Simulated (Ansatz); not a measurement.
The starting structures come from a database of crystals and need not be the phases stable at ambient conditions.

By PBEsol, the system below comes out a metal.

A figure of merit of an interconnect metal is its ballistic conductance per area.

Data:

```xyz
3
Lattice="5.6990 0.0000 0.0000 -2.8495 6.0344 0.0000 2.8495 0.0000 1.6555" Properties=species:S:1:pos:R:3 pbc="T T T"
Ta     0.4320     0.0000     0.0000
S      1.3797     4.4675     0.0000
S      4.2292     1.5669     0.0000
```

Space group of this cell: Fmm2. The cell was relaxed by PBE-D3(BJ); by PBEsol its mean pressure is -1.0 GPa.

The current flows along the normal of the first two printed cell vectors. No spin-orbit coupling; the value is a mean over 0.1 eV about the Fermi level.

Question: Predict the ballistic conductance per area from PBEsol run with Ansatz (an electronic-structure program).

Answer: 0.54 × 10¹⁵ S/m² for both spins.
